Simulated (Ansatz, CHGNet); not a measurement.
# A15 Mo3Si, lattice constant a

Reference value: 4.889 Å (measured, temperature not stated, copied from a table, unchecked, not corrected to a static lattice; as tabulated in Dopovidi Akademii Nauk Ukrains'koi RSR, Seriya A: Fiziko-Tekhnichni ta Matematichni Nauki 1970, 553 (1970)).

```tsv
level (code)	value (Å)	difference (%)
CHGNet 0.3.0 (CHGNet)	4.927	+0.78
CHGNet-r²SCAN (CHGNet)	4.887	-0.04
LDA (Ansatz)	4.834	-1.12
PBE (Ansatz)	4.906	+0.35
PBEsol (Ansatz)	4.861	-0.57
PBE-D3(BJ) (Ansatz)	4.858	-0.63
PBE-D4 (Ansatz)	4.867	-0.45
r²SCAN (Ansatz)	4.884	-0.10
HSE06 (Ansatz)	4.862	-0.55
```

The reference's temperature isn't stated, so close values are not ranked against it.

The reference has no zero-point or thermal correction, while the calculations are for a static lattice, so the differences are not the levels' errors alone. A static lattice is as a rule a little smaller than the measured one.  HSE06: the run has no spin polarisation, so it can have missed a magnetic state. Cutoffs and k meshes differ between the levels. Ansatz's density-functional and Hartree–Fock values are scalar-relativistic unless marked +SOC, with PAW data made under PBE.

Machine-learned potentials (CHGNet 0.3.0, CHGNet-r²SCAN) are trained on DFT data, which may include these solids.

Differences are worked out from the printed values.

Ansatz is a program for electronic structure.
